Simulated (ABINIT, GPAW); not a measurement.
A GPAW input for a self-consistent single point of Y (P6_3/mmc, 2 atoms in the cell) (DFT PBE, plane waves, GPAW PAW datasets PBE (gpaw-data 1.0.1)):

```python
from ase import Atoms
from ase.units import GPa
from gpaw import GPAW, PW, FermiDirac

atoms = Atoms(['Y', 'Y'],
              cell=[[1.825000, -3.160993, 0.000000],
                    [1.825000, 3.160993, 0.000000],
                    [0.000000, 0.000000, 5.730000]],
              positions=[[1.825000, 1.053664, 1.432500],
                         [1.825000, -1.053664, 4.297500]],
              pbc=True)

calc = GPAW(mode=PW(600),
            xc='PBE',
            kpts={'size': (10, 10, 6), 'gamma': True},
            occupations=FermiDirac(0.1),
            nbands=-8,
            convergence={'density': 1e-05, 'energy': 1e-05},
            symmetry={'symmorphic': False, 'tolerance': 0.0005},
            maxiter=100,
            txt='-')

atoms.calc = calc

energy = atoms.get_potential_energy()
print('Energy (eV):', round(energy, 6))
forces = atoms.get_forces()
print('Forces (eV/Ang):')
print(forces.round(5))
stress = atoms.get_stress()
print('Stress (GPa, Voigt):', (stress / GPa).round(4))
```

**Question.** Give the ABINIT input for the same structure, mesh, smearing and functional.

**Answer.** One input that does it (others would too):

```
# Y, JTH v2.0 PBE PAW
pp_dirpath "./"
pseudos "Y.GGA_PBE-JTH.xml"
acell 3*1.0
rprim
         3.4487501754   -5.9734105263    0.0000000000
         3.4487501754    5.9734105263    0.0000000000
         0.0000000000    0.0000000000   10.8281306941
natom 2
ntypat 1
znucl 39
typat 1 1
xcart
         1.8249999989    1.0536642406    1.4325000000
         1.8249999989   -1.0536642406    4.2975000000
      Angstrom
ecut 544 eV
pawecutdg 1088 eV
occopt 3
tsmear 0.00367493
nband 16
kptopt 1
ngkpt 10 10 6
nshiftk 1
shiftk 0 0 0
nstep 80
tolvrs 1.0e-10
prtwf 0
prtden 0
prtvol 1
enunit 2
```

Basis, cutoffs, solver keys and any potentials are the target program's own. This input uses DFT, PBE, plane waves, PAW (JTH v2.0 PBE PAW).

The starting cell has typed, rounded lattice constants, without a prior relaxation at this level.
